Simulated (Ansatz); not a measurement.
The cell is built on a prototype and need not be the phase stable at ambient conditions.

By PBEsol, the system below comes out a metal.

The ballistic (Sharvin) conductance counts the channels at the Fermi level: G/A = (e²/h) × channels of both spins per area.

Here is the system:

```
SnTa3
1.0
    4.69671     0.00000     0.00000
    0.00000     4.69671     0.00000
    2.34835    -2.34835     3.32107
Sn Ta
1 3
Direct
  0.00000   0.00000   0.00000
  0.50000   0.50000   0.00000
  0.75000   0.75000   0.50000
  0.25000   0.25000   0.50000
```

Space group of this cell: Fm-3m. The cell was relaxed by PBE-D3(BJ); by PBEsol its mean pressure is -0.7 GPa.

The current flows along the normal of the first two printed cell vectors. No spin-orbit coupling; the value is a mean over 0.1 eV about the Fermi level.

Task: State the ballistic conductance per area according to Ansatz (an electronic-structure program) with PBEsol.

Result: 0.67 × 10¹⁵ S/m² for both spins.
